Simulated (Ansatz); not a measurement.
Consider GaN (space group P6_422, No. 181; a = 3.1637 Å, c = 7.4394 Å; a hypothetical phase, not in the database extracts checked).

(Cell as relaxed with PBE.)

Levels (all Ansatz, a quantum-chemistry and plane-wave program, PAW): PBE (420 eV, spin-orbit coupling left out); PBEsol (420 eV, without spin-orbit coupling).

Each level relaxes its own structure.

```json
[
 {"base": "volume per atom", "PBE": "10.75 Å³", "PBEsol": "10.37 Å³"},
 {"base": "lattice parameter a", "PBE": "3.164 Å", "PBEsol": "3.125 Å"},
 {"base": "band gap", "PBE": "1.20 eV", "PBEsol": "1.47 eV"}
]
```

One thing is altered: holes 3.0×10^21 cm⁻³, on a uniform background at fixed cell.

```json
[
 {"quantity": "Fermi level relative to the doped band's edge (positive inside the band; to 0.05 eV)", "PBE": "+0.25 eV", "PBEsol": "+0.25 eV"},
 {"quantity": "gap between the host's bands", "PBE": "1.25 eV", "PBEsol": "1.51 eV"},
 {"quantity": "shift of the gap caused by the change", "PBE": "+0.05 eV", "PBEsol": "+0.04 eV"},
 {"quantity": "gap character", "PBE": "direct at Γ", "PBEsol": "indirect, A → Γ"}
]
```

PBE's gap between the host's bands lies 0.26 eV below PBEsol's; they disagree on the gap character; the two agree on the Fermi level from band edge. Neither level is exact; PBEsol is the comparison here, not a measurement.

Carriers are added with a uniform compensating background; total energy and stress of such cells depend on the potential's zero and are not compared; many-body gap narrowing is missing at this level. Whether these cells are dynamically stable was not tested. The base started in P3_121 and relaxed to P6_422 at this level.
